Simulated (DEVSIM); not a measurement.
Structure: illuminated Si n-on-p cell, one wavelength, at 250 K.

Layer 1 from the left is Si, thickness (μm) 0.0840, Nd (cm⁻³) 1.9e18, τn (s) 1.3e-5, τp (s) 1.5e-6, absorption coefficient (cm⁻¹) 6800. Layer 2 from the left is Si, thickness (μm) 26.0, Na (cm⁻³) 3.1e15, τn (s) 2.8e-5, τp (s) 2.8e-5, absorption coefficient (cm⁻¹) 6800.

Left contact: ohmic, minority hole recombination velocity 10 cm/s. Right contact: ohmic, minority electron recombination velocity 100 cm/s. Voltage is applied to the left contact. Recombination: SRH at mid-gap, radiative, Auger. Gap narrowing is on: ΔEg = 6.92 meV × (l + √(l² + 0.5)), l = ln(N/1.3e17 cm⁻³), shared equally by both band edges. Light enters at the left, 1.2e17 photons cm⁻² s⁻¹, one pass, no reflection. Mobility is constant in doping.

Constants are typed, rounded textbook-type inputs, not results; the design itself was drawn at random and stands for no fabricated device. Values at 300 K; Nc and Nv go as T^1.5, mobilities as T to minus their exponent, the gap by Varshni's rule with the affinity fixed.

Si: gap (eV) 1.124, affinity (eV) 4.05, permittivity 11.7, Nc (cm⁻³) 2.86e19, Nv (cm⁻³) 3.1e19, μn (cm²/Vs) 1417, μp (cm²/Vs) 470, T exponent of μn 2.3, T exponent of μp 2.2, B (cm³/s) 4.7e-15, Cn (cm⁶/s) 2.8e-31, Cp (cm⁶/s) 9.9e-32, Varshni α (eV/K) 0.000473, Varshni β (K) 636.

Simulated with DEVSIM: 1D drift-diffusion, Boltzmann statistics, complete ionisation; no tunnelling, impact ionisation, image-force lowering or self-heating.

Dark forward current:

```csv
|V| (V),|J| (A/cm²)
0.05,2.140e-12
0.10,8.765e-12
0.15,3.074e-11
0.20,1.049e-10
0.25,3.592e-10
0.30,1.267e-9
0.35,4.822e-9
0.40,2.163e-8
0.45,1.259e-7
0.50,9.553e-7
0.55,8.573e-6
0.60,8.308e-5
0.65,0.0008245
0.70,0.007840
0.75,0.06344
0.80,0.5140
0.85,4.606
0.90,41.15
0.95,324.4
1.00,2044
```

Problem. Work out the local ideality factor n = ΔV / (kT/q · ln(J2/J1)) between the rows 0.10 and 0.15 V, 0.60 and 0.65 V, 0.95 and 1.00 V.

Solution. kT/q = 21.54 mV. From 0.10 to 0.15 V: ln(3.074e-11/8.765e-12) = 1.255, n = 1.85. From 0.60 to 0.65 V: ln(0.0008245/8.308e-5) = 2.295, n = 1.01, near the 1 of diffusion or emission over a barrier. From 0.95 to 1.00 V: ln(2044/324.4) = 1.841, n = 1.26.

Problem. What current could the absorbed light give at most, and what share is collected?

Solution. Σ αd = 17.7, so qΦ(1 − exp(−Σ αd)) = 19.2 mA/cm². The simulated short-circuit current is 19.22 mA/cm², a share of 1.00.

Problem. Estimate the open-circuit voltage by superposition: the voltage at which the dark current equals that short-circuit current.

Solution. Interpolating ln J in the table gives 0.721 V. The simulation gives 0.721 V, the same within the digits that matter. Superposition holds where collection doesn't change with voltage.

Problem. Estimate the fill factor from FF0 = (v − ln(v + 0.72))/(v + 1), v = qVoc/(nkT), with n from the dark curve.

Solution. The rows about Voc, 0.70 and 0.75 V, give n = 1.11, so v = 30.2 and FF0 = 0.858. The simulation gives 0.864, the same within the digits that matter.
